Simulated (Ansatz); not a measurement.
Impurities on the C(h) site of 4H silicon carbide. The bounds on chemical potentials count only the phases computed here; "not settled" covers levels within 0.1 eV of a band edge and carriers that are partly localised.

All values below come from PBE, PAW (plane waves to 420 eV; Ansatz, an electronic-structure program). Details: 96-site cell; 2×2×2 shifted k-points; host gap 2.23 eV; charged states image-corrected; corrections pass 1 eV, so highly charged states may be off by several tenths; flagged in the runs: for some of the defects a doubtful potential alignment, a host whose relaxation on this sampling wasn't shown to rest, a strain field that reaches the edge of the cell.

| impurity | neighbours in the neutral state (Å) | moment (μB) | E_f of the neutral state (eV; limit and bounding phases) | levels above the VBM (eV) |
|---|---|---|---|---|
| O | Si 1.76, Si 1.80, Si 1.92 | not spin-polarised | 4.12 (C-rich, alpha cristobalite) | (+2/+1) 1.51; (+1/0) 1.86 |
| Al | Si 2.20, Si 2.21, Si 2.24, Si 2.25 | 1.0 | 7.37 (C-rich, Al4C3 (R-3m)) | (+1/0) 0.80; (0/−1) 1.38 |
| Se | Si 2.26, Si 2.26, Si 2.26, Si 2.46 | not spin-polarised | – | not settled |
| F | Si 1.68, Si 2.24, Si 2.46, Si 2.46, C 2.61, C 2.62, C 2.62 | 1.0 | 5.94 (C-rich, SiF4 molecule) | (+3/+2) 0.64; (+2/+1) 0.75; (+1/0) 2.09 |
| B | Si 1.93, Si 1.94, Si 1.94, Si 1.95 | 1.0 | 2.44 (C-rich, B4C (Cm)) | not settled |
| N | Si 1.92, Si 1.93, Si 1.93, Si 1.93 | quenched | 1.86 (C-rich, beta Si3N4) | shallow donor |

Deep levels: O, Al, F. Shallow donors: N. Shallow acceptors: none. No level in the gap: none. Not decided here: Se, B.
